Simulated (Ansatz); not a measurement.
What x(Sn) = 0.75, 8 atoms, Pmmm does to TiC

Start from TiC in the rock salt structure (space group Fm-3m, No. 225; a = 4.329 Å).

The other end (x = 1) is TiSn in the rock salt structure (space group Fm-3m, No. 225; a hypothetical phase, not in the database extracts checked): 21.77 Å³/atom, gap zero; this end may not be an ambient phase.

Perturbation: a fraction x = 0.75 of the C sites is given to Sn, ordered in a cell of 8 atoms (starting symmetry Pmmm) and fully relaxed.

Calculations: r2SCAN (Ansatz, a first-principles code; PAW; 500 eV plane waves; no spin-orbit coupling), earlier PAW set. k-mesh 15×9×5 (Γ-centred); smearing 0.05 eV (Fermi–Dirac), for the changed cell.

```csv
quantity,base,changed,shift
volume per atom,10.14 Å³,19.25 Å³,+9.115 Å³
density,4.90 g/cm³,6.03 g/cm³,+1.13 g/cm³
shortest interatomic distance,2.164 Å,2.058 Å,-0.106 Å
band gap,zero,zero,–
mixing energy (to 0.01 eV only: unlike meshes or grids) (against an end that may be hypothetical),–,+0.18 eV/atom,–
deviation of the volume from the linear (Vegard-type) interpolation,–,+2.1 %,–
```

Final structure:

```xyz
8
Lattice="3.0498 0.0000 0.0000 0.0000 5.3415 0.0000 0.0000 0.0000 9.4545" Properties=species:S:1:pos:R:3 pbc="T T T"
C      0.0000     0.0000     0.0000
Sn     1.5249     2.6708     7.0978
Sn     0.0000     0.0000     4.7273
Sn     1.5249     2.6708     2.3567
Ti     0.0000     2.6708     0.0000
Ti     1.5249     0.0000     8.0722
Ti     0.0000     2.6708     4.7273
Ti     1.5249     0.0000     1.3824
```

These are small ordered cells, not random alloys; other orderings at the same x differ. No phonon test of stability was made. All final runs are without spin polarisation. Under x(Sn) = 0.75, 8 atoms, Pmmm the cell changed shape so far that it is another structure.
